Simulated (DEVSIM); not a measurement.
Structure: isotype n-n heterojunction Si/Ge, at 250 K.

Layer 1 from the left is Si, thickness (μm) 0.260, Nd (cm⁻³) 1.6e16, τn (s) 2e-7, τp (s) 2e-7. Layer 2 from the left is Ge, thickness (μm) 0.120, Nd (cm⁻³) 2.1e17, τn (s) 2e-7, τp (s) 6e-9.

Left contact: ohmic. Right contact: ohmic. Voltage is applied to the left contact. Recombination: SRH at mid-gap, radiative, Auger. Mobility is constant in doping.

The device is made up for the run: typed textbook-type constants, with dimensions and the other settings drawn at random. Values at 300 K; Nc and Nv go as T^1.5, mobilities as T to minus their exponent, the gap by Varshni's rule with the affinity fixed.

Si: gap (eV) 1.124, affinity (eV) 4.05, permittivity 11.7, Nc (cm⁻³) 2.86e19, Nv (cm⁻³) 3.1e19, μn (cm²/Vs) 1417, μp (cm²/Vs) 470, T exponent of μn 2.3, T exponent of μp 2.2, B (cm³/s) 4.7e-15, Cn (cm⁶/s) 2.8e-31, Cp (cm⁶/s) 9.9e-32, Varshni α (eV/K) 0.000473, Varshni β (K) 636. Ge: gap (eV) 0.664, affinity (eV) 4, permittivity 16, Nc (cm⁻³) 1.04e19, Nv (cm⁻³) 6e18, μn (cm²/Vs) 3900, μp (cm²/Vs) 1900, T exponent of μn 1.66, T exponent of μp 2.33, B (cm³/s) 6.4e-14, Cn (cm⁶/s) 1e-31, Cp (cm⁶/s) 1e-31, Varshni α (eV/K) 0.000477, Varshni β (K) 235.

Model (solved in DEVSIM): 1D drift-diffusion, Boltzmann statistics, complete ionisation; no tunnelling, impact ionisation, image-force lowering or self-heating. Band offsets follow the typed affinities; no thermionic-emission limit at abrupt steps, no polarisation charge.

Question: What does the simulation give for the potential step across the device at zero bias?

Answer: potential step across the device at zero bias 0.127 V.
